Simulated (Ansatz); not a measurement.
Base system: WC (space group P-6m2, No. 187; a = 2.884 Å, c = 2.812 Å; relaxed with 0.1 eV smearing).

Calculations: DFT with LDA, PAW potentials and a 420 eV plane-wave cutoff in Ansatz (an electronic-structure program), without spin-orbit coupling.

Strains are applied to the cell and any free atomic positions relax.

One change was made to it. Results:

| quantity | base | after |
|---|---|---|
| energy relative to the base (free energy F) | 0 meV/atom | +120 meV/atom |
| pressure (mean of the normal stresses, compression positive) | 0.0 GPa | 47.0 GPa |

Q: What was done to the base?
A. isotropic strain +1.50 %
B. isotropic strain −1.00 %
C. isotropic strain −3.00 %

A: C, isotropic strain −3.00 %. For comparison, the energy relative to the base in the other runs: isotropic strain +1.50 % gives +26 meV/atom; isotropic strain −1.00 % gives +12 meV/atom.

Stability against distortions was not tested. All final runs are without spin polarisation.
